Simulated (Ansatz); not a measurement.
# A computed series for C: pressure series

Base system: C in the diamond structure (space group Fd-3m, No. 227; a = 3.560 Å).

Cell and atoms are relaxed at each pressure.

Calculations: Ansatz (an electronic-structure program) r2SCAN, spin-orbit coupling left out.

Notes on the quantities. enthalpy: H = E + PV relative to the base's energy.

| variant | band gap | enthalpy | lattice parameter a |
|---|---|---|---|
| base | 4.36 eV | – | 3.560 Å |
| pressure −2 GPa | 4.35 eV | -0.07 eV/atom | 3.566 Å |
| pressure −1 GPa | 4.36 eV | -0.04 eV/atom | 3.563 Å |
| pressure 0.9 GPa | 4.37 eV | +0.03 eV/atom | 3.558 Å |
| pressure 2.1 GPa | 4.37 eV | +0.07 eV/atom | 3.555 Å |
| pressure 4.5 GPa | 4.39 eV | +0.16 eV/atom | 3.549 Å |
| pressure 9 GPa | ? | +0.31 eV/atom | ? |
| pressure 15 GPa | 4.44 eV | +0.52 eV/atom | 3.523 Å |
| pressure 22.5 GPa | 4.47 eV | +0.77 eV/atom | 3.506 Å |
| pressure 30 GPa | 4.51 eV | +1.02 eV/atom | 3.490 Å |

Q: Complete the table.

A: 
- pressure 9 GPa, band gap: 4.41 eV
- pressure 9 GPa, lattice parameter a: 3.537 Å

Load acts through the strain it causes; cell and atoms are relaxed under it. Stability against distortions was not tested. Competing high-pressure phases were not computed.
